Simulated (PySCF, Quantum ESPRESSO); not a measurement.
A PySCF input for a self-consistent single point of AlAs (F-43m, 2 atoms in the cell) (DFT PBE, Gaussian basis gth-dzvp-molopt-sr, GTH pseudopotentials gth-pbe, FFT density fitting with multigrid):

```python
import numpy as np
from pyscf.pbc import gto, scf, dft

cell = gto.M(
    a=np.array([[0, 2.83, 2.83],
              [2.83, 0, 2.83],
              [2.83, 2.83, 0]]),
    atom=[
    ('Al', (0, 0, 0)),
    ('As', (1.415, 1.415, 1.415)),
],
    unit='Angstrom',
    basis='gth-dzvp-molopt-sr',
    pseudo='gth-pbe',
    ke_cutoff=50,
    precision=1e-06,
    max_memory=2000,
    verbose=4,
)

kpts = cell.make_kpts([8, 8, 8])
kdft = dft.KRKS(cell, kpts).multigrid_numint()
kdft.xc = 'pbe'
kdft.conv_tol = 1e-07
kdft.max_cycle = 60
kdft.diis_start_cycle = 5
kdft.damp = 0.7
kdft = scf.addons.smearing_(kdft, sigma=0.00183747, method='fermi')
kdft.kernel()

res = dict(e_tot=kdft.e_tot, converged=kdft.converged, nao=cell.nao, mesh=cell.mesh, nelectron=cell.nelectron)
res.update(e_free=kdft.e_free, e_zero=kdft.e_zero)
np.savez('results.npz', **res)
eps, occ = np.array(kdft.mo_energy), np.array(kdft.mo_occ)
nk = len(kdft.kpts)
res.update(mo_energy=eps, mo_occ=occ)
print('electrons per cell = %.6f' % (occ.sum() / nk))
full = 1.0
print('highest filled level = %.6f Ha, lowest empty level = %.6f Ha' % (eps[occ > full].max(), eps[occ <= full].min()))
np.savez('results.npz', **res)
```

Translate this input to Quantum ESPRESSO.

One input that does it (others would too):

```fortran
&control
  calculation = 'scf'
  prefix = 'alas'
  outdir = './work'
  pseudo_dir = './'
  tprnfor = .true.
  tstress = .true.
/
&system
  ibrav = 0
  celldm(1) = 7.56310797
  nat = 2
  ntyp = 2
  ecutwfc = 35
  ecutrho = 210
  occupations = 'smearing'
  smearing = 'fermi-dirac'
  degauss = 0.0036749
/
&electrons
  conv_thr = 1.0d-10
/
ATOMIC_SPECIES
Al    26.9815  Al.pbe-n-kjpaw_psl.1.0.0.UPF
As    74.9216  As.pbe-n-kjpaw_psl.1.0.0.UPF
CELL_PARAMETERS alat
   0.00000000     0.70710678     0.70710678
   0.70710678     0.00000000     0.70710678
   0.70710678     0.70710678     0.00000000
ATOMIC_POSITIONS crystal
Al    0.00000000    0.00000000    0.00000000
As    0.25000000    0.25000000    0.25000000
K_POINTS automatic
8 8 8  0 0 0
```

Basis settings and potentials, where a program has them, do not carry over. This input uses DFT, PBE, plane waves, PSlibrary PAW (PBE) pseudopotentials. Both were run: gap on the mesh 1.613 eV in PySCF and 1.423 in Quantum ESPRESSO.

On Quantum ESPRESSO: the starting cell has typed, rounded lattice constants, without a prior relaxation at this level.

On PySCF: the starting cell has typed, rounded lattice constants, without a prior relaxation at this level. Values carry the incompleteness of an atom-centred basis.
